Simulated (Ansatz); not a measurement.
MgS: strain tensor (xx, yy, zz, yz, xz, xy) = (−0.22, +2.03, +1.34, +0.73, +0.17, −0.10) %

The parent structure is MgS in the rock salt structure (space group Fm-3m, No. 225; a = 5.203 Å). Axes: x, y, z lie along the cube axes.

Modification: strain tensor (xx, yy, zz, yz, xz, xy) = (−0.22, +2.03, +1.34, +0.73, +0.17, −0.10) %, atoms relaxed at fixed cell.

Level of theory: plane-wave PAW DFT at the r2SCAN level (Ansatz, a first-principles code, 500 eV), scalar-relativistic without spin-orbit coupling. k-mesh 11×11×11 (Γ-centred); smearing 0.05 eV (Fermi–Dirac).

The volume per atom grows by 0.557 Å³ to 18.16 Å³ and the space group changes from Fm-3m (No. 225) to P-1 (No. 2). The shortest interatomic distance shrinks by 0.006 Å, from 2.602 Å to 2.596 Å and the energy goes up by 6.2 meV/atom. The pressure (mean of the normal stresses, compression positive) goes from zero to -2.28 GPa and the band gap drops by 0.23 eV (3.46 eV → 3.23 eV). The gap character comes out as indirect, Γ → V and the smallest direct gap falls by 0.355 eV to 4.29 eV. The valence-band top at Γ (three highest levels, from the VBM) goes from 0.00, 0.00, 0.00 eV to 0.00, -0.13, -0.16 eV and the valley order (the lowest conduction-band minima on the path, energy above the VBM, named in the base's zone) goes from X along ⟨100⟩ 3.46 eV; Γ 4.64 eV to X along [100] 3.23 eV; X along [001] 3.32 eV; X along [010] 3.36 eV; Γ 4.29 eV. The stress (xx, yy, zz, yz, xz, xy; compression positive) amounts to (-1.13, -3.13, -2.56, -0.80, -0.20, 0.11) GPa.

Final structure:

```yaml
crystal:
  lattice:
    - [0.00195, 2.67324, 2.65529]
    - [2.60027, 0.01639, 2.64085]
    - [2.59337, 2.65191, 0.02328]
  atoms:
    - { symbol: S, position: [0.00000, 0.00000, 0.00000] }
    - { symbol: Mg, position: [0.50000, 0.50000, 0.50000] }
```

No phonon test of stability was made. Labels are those of the standard path for the cell's own space group.
